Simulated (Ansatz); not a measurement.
Functionals compared on a constructed model of the (0001) surface of hcp Ru, a pseudomorphic layer of Os in the host's stacking (bottom of the slab: a bare face, its two planes held), in Ansatz (plane waves, PAW). The structure was relaxed with PBE; the other rows are single points on it. Cutoff 420 eV (500 eV for r2SCAN).

Model: 7-atom slab, 13.3 Å thick at the start with caps and adatoms (thin: gaps and levels are the slab's own), 16x16x1 mesh, Fermi-Dirac 0.1 eV, dipole correction, 2 atoms held, the rest relaxed; symmetry of the start imposed; no spin, no spin-orbit, no U. In PBE it is, or lies within 0.01 eV a 1x1 cell of, the lowest of the 2 structures of its composition computed so far; subsurface sites and larger cells were not tried. These notes are the PBE run's.

```json
[
 {"functional": "PBE", "work function of the top face (eV)": "5.34", "rough cost of the single point": "–"},
 {"functional": "RPBE", "work function of the top face (eV)": "5.19", "rough cost of the single point": "about 30 core-seconds (a rough figure)"},
 {"functional": "r2SCAN", "work function of the top face (eV)": "___", "rough cost of the single point": "very roughly 60 core-seconds"}
]
```

**Question.** Fill in the missing entries.

**Answer.** 
- r2SCAN, work function of the top face (eV): 5.40

Ansatz is an electronic-structure program.
